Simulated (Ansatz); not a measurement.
A computed series for hypothetical fluorite HfGe2: element substitutions

Consider HfGe2 in the fluorite structure (space group Fm-3m, No. 225; a hypothetical phase, not in the database extracts checked).

```
CELL_PARAMETERS angstrom
      0.00000     3.22585     3.22585
      3.22585     0.00000     3.22585
      3.22585     3.22585     0.00000
ATOMIC_POSITIONS crystal
  Hf 0.00000 0.00000 0.00000
  Ge 0.25000 0.25000 0.25000
  Ge 0.75000 0.75000 0.75000
```

Each row replaces one element on all its sites; cell and atoms are relaxed.

Computed with PBE (Ansatz, a first-principles code, PAW, no spin-orbit coupling), earlier PAW set.

```csv
case,density,shortest interatomic distance
base,8.01 g/cm³,2.794 Å
Ge → Zn,8.20 g/cm³,2.729 Å
Ge → Ga,___,___
Ge → C,8.98 g/cm³,2.300 Å
Ge → Pb,10.70 g/cm³,3.103 Å
```

Problem. Complete the table.

Solution. 
- Ge → Ga, density: 8.03 g/cm³
- Ge → Ga, shortest interatomic distance: 2.774 Å

Stability against distortions was not tested. As relaxed here, HfZn2, HfGa2, HfC2 and HfPb2 are hypothetical phases, not in the database extracts checked. All final runs are without spin polarisation. HfZn2, HfGe2 and HfPb2 have a high density of states at the Fermi level and may be magnetic at this level.
